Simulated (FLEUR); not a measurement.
**FLEUR run on LaNi₂B₂C (I4/mmm, 6 atoms in the cell): self-consistent single point**

Level of theory: LDA (Perdew-Zunger), all-electron FLAPW (FLEUR), scalar-relativistic valence.

Input as run:

Input of the input generator:

```
LaNi2B2C FLAPW
&input film=f /
-3.5700800433 3.5700800433 9.2770340424
3.5700800433 -3.5700800433 9.2770340424
3.5700800433 3.5700800433 -9.2770340424
1.0
1.0 1.0 1.0

6
57 0.0000000000 0.0000000000 0.0000000000
28 0.7500000000 0.2500000000 0.5000000000
28 0.2500000000 0.7500000000 0.5000000000
5 0.3481300000 0.3481300000 0.0000000000
5 0.6518700000 0.6518700000 0.0000000000
6 0.5000000000 0.5000000000 0.0000000000

&comp jspins=1 /
&exco xctyp='pz' /
&kpt div1=8 div2=8 div3=8 gamma=t /
&end /
```

```xml
<?xml version="1.0" encoding="UTF-8" standalone="no"?>
<fleurInput fleurInputVersion="0.39">
   <comment>
      LaNi2B2C FLAPW                                                                                      
   </comment>
   <calculationSetup>
      <cutoffs Kmax="4.6" Gmax="18.4" GmaxXC="18.4" numbands="0"/>
      <scfLoop itmax="100" minDistance="0.00001" maxIterBroyd="15" imix="Anderson" alpha="0.05" precondParam="0.0" spinf="2.0"/>
      <coreElectrons ctail="T" frcor="F" kcrel="0" coretail_lmax="0"/>
      <xcFunctional name="pz" relativisticCorrections="F"/>
      <magnetism jspins="1"/>
      <soc l_soc="F" theta="0.0" phi="0.0" spav="F"/>
      <expertModes spex="0" secvar="F"/>
      <geometryOptimization l_f="T" forcealpha="1.0" forcemix="BFGS" epsdisp="0.00001" epsforce="0.00001"/>
      <ldaU l_linMix="F" mixParam="0.05" spinf="1.0"/>
   </calculationSetup>
   <cell>
      <bzIntegration valenceElectrons="53.0" mode="hist" fermiSmearingEnergy="0.00367493">
         <kPointListSelection listName="default-1"/>
         <!-- k-points included here -->
         <xi:include xmlns:xi="http://www.w3.org/2001/XInclude" href="kpts.xml"> </xi:include>
      </bzIntegration>
      <!-- symmetry operations included here -->
      <xi:include xmlns:xi="http://www.w3.org/2001/XInclude" href="sym.xml"> </xi:include>
      <bulkLattice scale="1.0">
         <bravaisMatrix>
            <row-1>   -3.5700800433000000     3.5700800433000000     9.2770340424000004</row-1>
            <row-2>    3.5700800433000000    -3.5700800433000000     9.2770340424000004</row-2>
            <row-3>    3.5700800433000000     3.5700800433000000    -9.2770340424000004</row-3>
         </bravaisMatrix>
      </bulkLattice>
   </cell>
   <atomSpecies>
      <species name="Lanthanum (La)" element="La" atomicNumber="57">
         <mtSphere radius="2.68" gridPoints="925" logIncrement="0.014"/>
         <atomicCutoffs lmax="10" lnonsphr="8"/>
         <electronConfig flipSpins="F">
            <coreConfig>(1s1/2) (2s1/2) (2p1/2) (2p3/2) (3s1/2) (3p1/2) (3p3/2) (4s1/2) (3d3/2) (3d5/2) (4p1/2) (4p3/2) (4d3/2) (4d5/2)</coreConfig>
            <valenceConfig>(5s1/2) (5p1/2) (5p3/2) (6s1/2) (5d3/2) (5d5/2)</valenceConfig>
            <stateOccupation state="(5d3/2)" spinUp="0.2" spinDown="0.2"/>
            <stateOccupation state="(5d5/2)" spinUp="0.3" spinDown="0.3"/>
         </electronConfig>
         <energyParameters s="6" p="6" d="5" f="4"/>
         <lo type="SCLO" l="0" n="5" eDeriv="0"/>
         <lo type="SCLO" l="1" n="5" eDeriv="0"/>
      </species>
      <species name="Nickel (Ni)" element="Ni" atomicNumber="28">
         <mtSphere radius="2.36" gridPoints="813" logIncrement="0.015"/>
         <atomicCutoffs lmax="10" lnonsphr="8"/>
         <electronConfig flipSpins="F">
            <coreConfig>(1s1/2) (2s1/2) (2p1/2) (2p3/2) (3s1/2)</coreConfig>
            <valenceConfig>(3p1/2) (3p3/2) (4s1/2) (3d3/2) (3d5/2)</valenceConfig>
            <stateOccupation state="(3d3/2)" spinUp="1.6" spinDown="1.6"/>
            <stateOccupation state="(3d5/2)" spinUp="2.4" spinDown="2.4"/>
         </electronConfig>
         <energyParameters s="4" p="4" d="3" f="4"/>
         <lo type="SCLO" l="1" n="3" eDeriv="0"/>
      </species>
      <species name="Boron (B)" element="B" atomicNumber="5">
         <mtSphere radius="1.31" gridPoints="453" logIncrement="0.022"/>
         <atomicCutoffs lmax="6" lnonsphr="4"/>
         <electronConfig flipSpins="F">
            <coreConfig>(1s1/2)</coreConfig>
            <valenceConfig>(2s1/2) (2p1/2) (2p3/2)</valenceConfig>
            <stateOccupation state="(2p1/2)" spinUp="0.1666666666667" spinDown="0.1666666666667"/>
            <stateOccupation state="(2p3/2)" spinUp="0.3333333333333" spinDown="0.3333333333333"/>
         </electronConfig>
         <energyParameters s="2" p="2" d="3" f="4"/>
      </species>
      <species name="Carbon (C)" element="C" atomicNumber="6">
         <mtSphere radius="1.31" gridPoints="453" logIncrement="0.023"/>
         <atomicCutoffs lmax="6" lnonsphr="4"/>
         <electronConfig flipSpins="F">
            <coreConfig>(1s1/2)</coreConfig>
            <valenceConfig>(2s1/2) (2p1/2) (2p3/2)</valenceConfig>
            <stateOccupation state="(2p1/2)" spinUp="0.3333333333333" spinDown="0.3333333333333"/>
            <stateOccupation state="(2p3/2)" spinUp="0.6666666666667" spinDown="0.6666666666667"/>
         </electronConfig>
         <energyParameters s="2" p="2" d="3" f="4"/>
      </species>
   </atomSpecies>
   <atomGroups>
      <atomGroup species="Lanthanum (La)">
         <relPos label="                   1">.0000000000 .0000000000 .0000000000</relPos>
         <force calculate="T" relaxXYZ="TTT"/>
      </atomGroup>
      <atomGroup species="Nickel (Ni)">
         <relPos label="                   2">-1.000/4.000 1.000/4.000 1.000/2.000</relPos>
         <relPos label="                   3">1.000/4.000 -1.000/4.000 1.000/2.000</relPos>
         <force calculate="T" relaxXYZ="TTT"/>
      </atomGroup>
      <atomGroup species="Boron (B)">
         <relPos label="                   4">.3481300000 .3481300000 .0000000000</relPos>
         <relPos label="                   5">-.3481300000 -.3481300000 .0000000000</relPos>
         <force calculate="T" relaxXYZ="TTT"/>
      </atomGroup>
      <atomGroup species="Carbon (C)">
         <relPos label="                   6">1.000/2.000 1.000/2.000 .0000000000</relPos>
         <force calculate="T" relaxXYZ="TTT"/>
      </atomGroup>
   </atomGroups>
   <output dos="F" band="F" slice="F">
      <checks vchk="F" cdinf="F"/>
      <bandDOS minEnergy="-.5*Htr" maxEnergy="0.5*Htr" sigma="0.015" storeEVData="T"/>
      <vacuumDOS vacdos="F" integ="F" star="F" nstars="0" locx1="0.0" locy1="0.0" locx2="0.0" locy2="0.0" nstm="0" tworkf="0.0"/>
      <unfoldingBand unfoldBand="F" supercellX="1" supercellY="1" supercellZ="1"/>
      <plotting iplot="0" polar="F">
         <plot TwoD="T" vec1="  1.0  0.0  0.0" vec2="  0.0  1.0  0.0" vec3="  0.0  0.0  1.0" zero="  0.0  0.0  0.0" file="plot"/>
      </plotting>
      <chargeDensitySlicing numkpt="0" minEigenval="0.0" maxEigenval="0.0" nnne="0" pallst="F"/>
      <specialOutput eonly="F"/>
      <magneticCircularDichroism mcd="F" energyLo="-10.0" energyUp="0.0"/>
   </output>
  <!-- We include the file relax.xml here to enable relaxations (see documentation) -->
  <xi:include xmlns:xi="http://www.w3.org/2001/XInclude" href="relax.xml"> <xi:fallback/> </xi:include>
</fleurInput>
```

The program printed (abridged):

```
      Welcome to FLEUR        (www.flapw.de)
      MaX-Release 8.1          (www.max-centre.eu)

 ========== k-point set info ==========
 Selected k-point list: default-1
 k-point list type: mesh
 8 x 8 x 8
 Number of k points: 59

 ------------Calculation Setup---------------------------
 Number of basis functions:          830
 Iteration:     1   Distance:      16.15448786 me/bohr^3
 Iteration:     2   Distance:      14.20367477 me/bohr^3
 Iteration:     3   Distance:       9.01982425 me/bohr^3
 Iteration:     4   Distance:       7.06215532 me/bohr^3
 Iteration:     5   Distance:       5.01833039 me/bohr^3
 Iteration:     6   Distance:       2.96470797 me/bohr^3
   [... 12 lines left out ...]
 Iteration:    19   Distance:       0.00012707 me/bohr^3
 Iteration:    20   Distance:       0.00003455 me/bohr^3
 Iteration:    21   Distance:       0.00001483 me/bohr^3
 Iteration:    22   Distance:       0.00001693 me/bohr^3
 Iteration:    23   Distance:       0.00000123 me/bohr^3
 Reset of history

 Run finished successfully
 Stop message:
   Structural relaxation: new displacements generated

[file out, last iteration]
             iter=     24
          p o t e n t i a l   g e n e r a t o r
[...]
          integral of pseudo charge density inside the slab=        0.000000   0.000000
     coulomb potential in the interstitial region:
          density-coulomb potential integrals
          total density-coulomb potenti   -18819.1508770504
          density-effective potential integrals for spin  1
          total density-effective poten   -1.9260115562E+04
          charge density-energy density integrals
          total charge density-energy d   -3.3274498784E+02
 Updated energy parameters for spin:           1
  Atom    1 6s branch from -0.60 to  3.01 htr. ; e_l =  0.3399
  Atom    1 6p branch from  0.13 to  3.75 htr. ; e_l =  0.4478
  Atom    1 5d branch from -3.09 to  1.28 htr. ; e_l =  0.4286
  Atom    1 4f branch from -9.99 to  0.60 htr. ; e_l =  0.5291
  Atom    1 5s branch from -9.03 to -0.60 htr. ; e_l(l -0.7398
  Atom    1 5p branch from -6.60 to  0.13 htr. ; e_l(l -0.1549
  Atom    2 4s branch from -3.34 to  1.60 htr. ; e_l =  0.2705
  Atom    2 4p branch from -1.89 to  2.18 htr. ; e_l =  0.4141
  Atom    2 3d branch from -9.99 to  0.45 htr. ; e_l =  0.3527
  Atom    2 4f branch from -9.99 to  3.55 htr. ; e_l =  0.7365
  Atom    2 3p branch from-30.29 to -1.89 htr. ; e_l(l -1.8996
  Atom    3 2s branch from -5.83 to  4.17 htr. ; e_l = -0.1829
  Atom    3 2p branch from -9.99 to  3.02 htr. ; e_l = -0.0316
  Atom    3 3d branch from -9.99 to  7.67 htr. ; e_l =  0.1617
  Atom    3 4f branch from -9.99 to 12.57 htr. ; e_l =  0.3213
  Atom    4 2s branch from -9.20 to  3.07 htr. ; e_l = -0.2778
  Atom    4 2p branch from -9.99 to  2.49 htr. ; e_l = -0.0853
  Atom    4 3d branch from -9.99 to  7.36 htr. ; e_l =  0.1168
  Atom    4 4f branch from -9.99 to 12.34 htr. ; e_l =  0.2766
[...]
 fermi energy and band-weighting factors:
at   0.00000   0.00000   0.00000   k-weight:    0.001953
   41 eigenvalues :
   -1.901919   -1.901919   -1.900059   -1.900059   -1.894561   -1.894182   -0.741633   -0.152184
   -0.137714   -0.137714   -0.040842    0.128426    0.134564    0.264073    0.291502    0.291502
    0.313847    0.340675    0.340675    0.355055    0.365514    0.382442    0.387409    0.387409
    0.387899    0.387899    0.403311    0.408413    0.509103    0.521249    0.538953    0.539935
    0.543611    0.543611    0.561497    0.561497    0.583251    0.590871    0.658503    0.665218
    0.675588
   [... 2 blocks of this kind left out ...]

[...]
FERMIE:
          first approx. to ef    (T=0)  :   0.428344 htr   (energy of the highest occ. eigenvalue)
          number of occ. states  (T=0)  :       1567
          first approx. to seigv (T=0)  : -15.479444 htr
          sum of weights of occ. states :  26.523438
          sum of semicore charge        :   0.000000 e
FERHIS:  Fermi-Energy by histogram:
          bandgap                     :   0.000615 htr
          charge neutrality (T=0)     :   0.046875    (zero if the highest occ. eigenvalue is "entirely" occupied)
     EF_NEWTON:  Adjust Fermi-Energy by Newton-Method.
               Number of iterations needed  :   4
               The error in the weight is   :  0.33307E-15
               The error in ef is           : -0.97406E-17 htr
     -->  new fermi energy            :   0.429253 htr
          valence charge              :  53.000000 e
          actual charge blw ef-8kt    :  51.476562 e
          actual charge blw ef+8kt    :  53.000000 e
          number of occ. states       :      1618
          sum of the valence weights  :   26.500000
          entropy         :   0.787787 *kb htr/K =   0.00000 htr/K
          sum of val. single particle energies:       -15.4983312410 htr
 Direct bandgap for spin            1 :    4.2254094136093268E-003  Htr
 at k-point            8  with k-vector    0.0000000000000000       0.12500000000000000       0.25000000000000000
          valence density: spin= 1
[...]
     l-like charge
     atom     s        p        d        f        total
 -->  1    2.01603  5.55355  0.69373  0.18508    8.45846
 -->  2    0.50484  6.49545  8.41255  0.02610   15.44655
 -->  3    0.31208  0.58579  0.01381  0.00125    0.91313
 -->  4    0.65276  1.24798  0.00877  0.00114    1.91075
          total charge for spin  1=   53.000000
          interst. charge =       9.911428
          mt charge=              8.458460   15.446549    0.913130    1.910754
          total charge  =   53.000000
          z= 57.     r(1)=  0.645805E-05     dx= 0.014000     m.t.index= 925
               n    l     j    energy       weight
               1.   0.   0.5-1420.7283      2.0000
               2.   0.   0.5 -225.5096      2.0000
               2.   1.   0.5 -212.7322      2.0000
   [... 11 lines left out ...]
          atom type    1  (spin 1)
          kinetic energy=  0.902916008793E+04     sum of the eigenvalues= -0.522820987905E+04
          0.00043957  electrons lost from core.
   [... 3 blocks of this kind left out ...]

          total charge for spin  1=  129.000000
          interst. charge =       9.916977
          mt charge=             54.458020   27.446196    2.911055    3.910499
          total charge  =  129.000000
          zc=   129.000000     qfix=    1.000000
     t o t a l  e n e r g y
          sum of eigenvalues =             -7005.0822315787
          density-coulomb potential int   -18819.1508770504
          density-effective potential i   -19260.1155624891
          charge density-ex.-corr.energ     -332.7449878353
          el.-nucl. inter. diff. m.t.      10316.2857849002
          Madelung term for atom type:       -36.3566512343
          el.-nucl. inter. diff. m.t.       3651.1126296822
          Madelung term for atom type:       -18.4347148327
          el.-nucl. inter. diff. m.t.         51.9365717985
          Madelung term for atom type:        -7.8954064053
          el.-nucl. inter. diff. m.t.         41.0599276752
          Madelung term for atom type:        -4.8501126157
 ---->    total energy=                   -11615.2188945941 htr
 ---->    (input%tkb*entropy) TS=              0.0028950624 htr
 ---->    free energy=                    -11615.2217896565 htr
      extrapolation for T->0
 ---->    total electron energy=          -11615.2203421253 htr
 ***** TOTAL FORCES ON ATOMS *****
 TOTAL FORCE FOR ATOM TYPE=  1  X=  0.000   Y=  0.000   Z=  0.000
                       FX_TOT= 0.000000 FY_TOT= 0.000000 FZ_TOT= 0.000000
 TOTAL FORCE FOR ATOM TYPE=  2  X=  3.570   Y=  0.000   Z= -4.639
                       FX_TOT= 0.000000 FY_TOT= 0.000000 FZ_TOT= 0.000000
 TOTAL FORCE FOR ATOM TYPE=  3  X=  0.000   Y=  0.000   Z=  6.459
                       FX_TOT= 0.000000 FY_TOT= 0.000000 FZ_TOT=-0.001515
 TOTAL FORCE FOR ATOM TYPE=  4  X=  0.000   Y=  0.000   Z=  9.277
                       FX_TOT= 0.000000 FY_TOT= 0.000000 FZ_TOT= 0.000000
```

The run converged in 23 iterations. FLEUR gives forces in its relaxation mode, with a further iteration, so its stop message speaks of a relaxation.

The starting cell comes from a database of computed structures (which also holds hypothetical and non-ambient phases and stackings), without a prior relaxation at this level. Spin polarisation is off. Values depend on the basis (sphere radii, cutoffs, local orbitals), which need not be converged. The log's line on a gap gives a spacing of levels on this mesh, which the program prints for metals too.

Cost on one core of a shared machine: roughly 7 min.
